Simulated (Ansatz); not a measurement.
# Refining one setting for Si2W3 (P4/mbm, 10 atoms in the cell)

```
Si2W3
1.0
    6.61585     0.00000     0.00000
    0.00000     6.61585     0.00000
    0.00000     0.00000     3.34350
Si W
4 6
Cartesian
  0.88652   4.19445   0.00000
  5.72933   2.42140   0.00000
  2.42140   0.88652   0.00000
  4.19445   5.72933   0.00000
  3.30793   3.30793   0.00000
  0.00000   0.00000   0.00000
  4.36540   1.05748   1.67175
  2.25045   5.55837   1.67175
  5.55837   4.36540   1.67175
  1.05748   2.25045   1.67175
```

Method: LDA (PW92), default PAW files made with PBE (plane waves; Ansatz, an electronic-structure program).

The starting cell comes from a database of computed structures (which also holds hypothetical and non-ambient phases and stackings), without a prior relaxation at this level. Spin polarisation is off. In the base run, with a pressure of about -12 GPa the cell is away from its equilibrium volume at this level. Ansatz's pressure includes its estimate of the finite-basis (Pulay) stress.

Held fixed: basis.ecutwfc = 30.9 Ry; kpoints.mp_grid.grid = 4 4 7; hamiltonian.xc = lda; hamiltonian.pseudopotentials = {kind: paw} (the program's default PAW files); scf.occupations.method = cold; scf.occupations.width = 0.01 Ry.

ΔF is the free energy per atom less that of the last row (4).

```
basis.xc_grid  ΔF (meV/atom)  pressure (GPa)  largest force (eV/Å)
-------------  -------------  --------------  --------------------
1                       0.00          -12.30                 0.087
2                       0.00          -12.30                 0.087
3                       0.00          -12.30                 0.087
4                       0.00          -12.30                 0.087
```

Pressure within 0.2 GPa of the last row: from basis.xc_grid = 1 on, the coarsest one. The value it settles on is -12.3 GPa at this level of theory and with the other settings as held.

Energy within 2 meV/atom of the last row: from basis.xc_grid = 1 on, the coarsest one.

Keys are those of Ansatz 0.2.
